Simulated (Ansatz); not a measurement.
Base system: SnO$_{2}$ in the rutile structure (space group P4_2/mnm, No. 136; a = 4.722 Å, c = 3.190 Å). Axes: x, y, z lie along a, b, c of the conventional cell.

The values are results of Ansatz (a quantum-chemistry and plane-wave program) LDA, no spin-orbit coupling, not measurements.

Strains are applied to the cell and any free atomic positions relax.

One change was made to it. Results:

```json
[
 {"quantity": "energy relative to the base (free energy F)", "base": "0 meV/atom", "after": "+1.4 meV/atom"},
 {"quantity": "shortest interatomic distance", "base": "2.044 Å", "after": "2.044 Å"},
 {"quantity": "band gap", "base": "1.16 eV", "after": "1.16 eV"}
]
```

Question: Name the change that was made.
A. tensor shear ε_xz = +0.33 %
B. tensor shear ε_xz = +1.67 %
C. tensor shear ε_xz = +1.00 %
D. tensor shear ε_xz = +2.00 %

Answer: C, tensor shear ε_xz = +1.00 %. For comparison, the energy relative to the base in the other runs: tensor shear ε_xz = +0.33 % gives +0.1 meV/atom; tensor shear ε_xz = +2.00 % gives +5.6 meV/atom; tensor shear ε_xz = +1.67 % gives +3.9 meV/atom.

Gaps are Kohn–Sham eigenvalue differences; semilocal functionals usually give less than the measured gap. Whether these cells are dynamically stable was not tested.
